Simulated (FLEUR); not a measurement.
Input and output of a self-consistent single point for Ge₃Rh (I4/mmm, 4 atoms in the cell) (FLEUR).

Level of theory: LDA (Perdew-Zunger), all-electron FLAPW (FLEUR), scalar-relativistic valence.

The change in words: lattice scaled by 0.98. Reference geometry:
```xyz
4
Lattice="-2.1226 2.1226 3.7377 2.1226 -2.1226 3.7377 2.1226 2.1226 -3.7377" Properties=species:S:1:pos:R:3 pbc="T T T"
Ge     0.0000     2.1226     1.8688
Ge     2.1226     0.0000     1.8688
Ge     0.0000     0.0000     3.7377
Rh     0.0000     0.0000     0.0000
```

Reference input (self-consistent single point, DFT, LDA (Perdew-Zunger), all-electron FLAPW (FLEUR), scalar-relativistic valence): Kmax = 4 1/bohr; GmaxXC = 14 1/bohr; xcFunctional = pz; jspins = 1; l_soc = F; mode = gauss; fermiSmearingEnergy = 0.00183747 Htr; mesh (inpgen div1-3) = 8 8 8; inpgen gamma flag = true; Gmax = 14 1/bohr; numbands = 0; maxIterBroyd = 15. This run's input differs from it in these lines:

```diff
@@ -3,6 +3,6 @@
 &input film=f /
--0.4427712551 0.4427712551 0.7796840586
-0.4427712551 -0.4427712551 0.7796840586
-0.4427712551 0.4427712551 -0.7796840586
-9.0589825713
+-0.4427712736 0.4427712736 0.7796840376
+0.4427712736 -0.4427712736 0.7796840376
+0.4427712736 0.4427712736 -0.7796840376
+8.8778034019
 1.0 1.0 1.0
@@ -46,5 +46,5 @@
          <bravaisMatrix>
-            <row-1>   -4.0110570830235259     4.0110570830235259     7.0631442979778480</row-1>
-            <row-2>    4.0110570830235259    -4.0110570830235259     7.0631442979778480</row-2>
-            <row-3>    4.0110570830235259     4.0110570830235259    -7.0631442979778480</row-3>
+            <row-1>   -3.9308363190296758     3.9308363190296758     6.9218816014124078</row-1>
+            <row-2>    3.9308363190296758    -3.9308363190296758     6.9218816014124078</row-2>
+            <row-3>    3.9308363190296758     3.9308363190296758    -6.9218816014124078</row-3>
          </bravaisMatrix>
```

Log, with long lists cut:

```
 Iteration:     1   Distance:       5.91506322 me/bohr^3
 Iteration:     2   Distance:       5.18132883 me/bohr^3
 Iteration:     3   Distance:       2.39713026 me/bohr^3
 Iteration:     4   Distance:       1.83710549 me/bohr^3
 Iteration:     5   Distance:       1.27768541 me/bohr^3
   [... 11 lines left out ...]
 Iteration:    17   Distance:       0.00009816 me/bohr^3
 Iteration:    18   Distance:       0.00004450 me/bohr^3
 Iteration:    19   Distance:       0.00001465 me/bohr^3
 Iteration:    20   Distance:       0.00000357 me/bohr^3
 Run finished successfully
 Stop message:
   Structural relaxation: Done

[file out, last iteration]
             iter=     21
[...]
          total density-effective poten   -1.7854710454E+04
          total charge density-energy d   -3.6481915324E+02
 Updated energy parameters for spin:           1
[...]
 fermi energy and band-weighting factors:

[...]
FERMIE:
          first approx. to ef    (T=0)  :   0.390896 htr   (energy of the highest occ. eigenvalue)
          number of occ. states  (T=0)  :       1686
          first approx. to seigv (T=0)  : -18.976598 htr
          sum of weights of occ. states :  28.503906
          sum of semicore charge        :   0.000000 e
          fermi energy=   0.39113 har   work function= -10.64323 ev
          number of valence electrons=  57.00001
     band-weighting factor for spin=    1
   [... lines left out ...]
          total moment                 =     0.00000
 Direct bandgap for spin            1 :    6.3384399162500493E-003  Htr
 ---->    free energy=                    -11069.1968711530 htr
   [... lines left out ...]
 TOTAL FORCE FOR ATOM TYPE=  1  X=  3.931   Y=  0.000   Z= -3.461
                       FX_TOT= 0.000000 FY_TOT= 0.000000 FZ_TOT= 0.000000
 TOTAL FORCE FOR ATOM TYPE=  2  X=  0.000   Y=  0.000   Z=  6.922
                       FX_TOT= 0.000000 FY_TOT= 0.000000 FZ_TOT= 0.000000
 TOTAL FORCE FOR ATOM TYPE=  3  X=  0.000   Y=  0.000   Z=  0.000
                       FX_TOT= 0.000000 FY_TOT= 0.000000 FZ_TOT= 0.000000
```

The run converged in 20 iterations. FLEUR gives forces in its relaxation mode, with a further iteration, so its stop message speaks of a relaxation. 

The starting cell comes from a database of computed structures (which also holds hypothetical and non-ambient phases and stackings), without a prior relaxation at this level. For this run, on top of that: lattice scaled by 0.98. Spin polarisation is off. Values depend on the basis (sphere radii, cutoffs, local orbitals), which need not be converged. The log's line on a gap gives a spacing of levels on this mesh, which the program prints for metals too.

These are the values that this program gave, and no reference: the default basis lacks the next d shell.

Cost on one core of a shared machine: roughly 2 min.
